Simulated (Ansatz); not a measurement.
Density of states of ZnSe (F-43m) below the valence band maximum, PBEsol with spin-orbit coupling, rigid bands (Ansatz, an electronic-structure program); cell volume 44.7 Å³.

(energy from edge (eV), 10⁻³ states/eV/cell): (0.006, 22.6); (0.031, 51.9); (0.056, 73.6); (0.081, 94.4); (0.106, 116); (0.131, 137); (0.156, 161); (0.181, 185); (0.206, 211); (0.231, 238); (0.256, 266); (0.281, 295); (0.319, 341); (0.344, 371); (0.369, 400); (0.394, 432); (0.419, 464); (0.444, 493); (0.469, 521); (0.494, 549); (0.519, 577); (0.544, 606); (0.569, 634); (0.594, 664)

What effective density of states at 300 K does this give (∫ g(E) exp(−E/k_BT) dE, both spins, divided by the cell's size)?

2.5e19 cm⁻³, a density-of-states mass of 1.01 mₑ, valleys and band degeneracy included.

Geometry: cell and atoms relaxed with PBEsol.
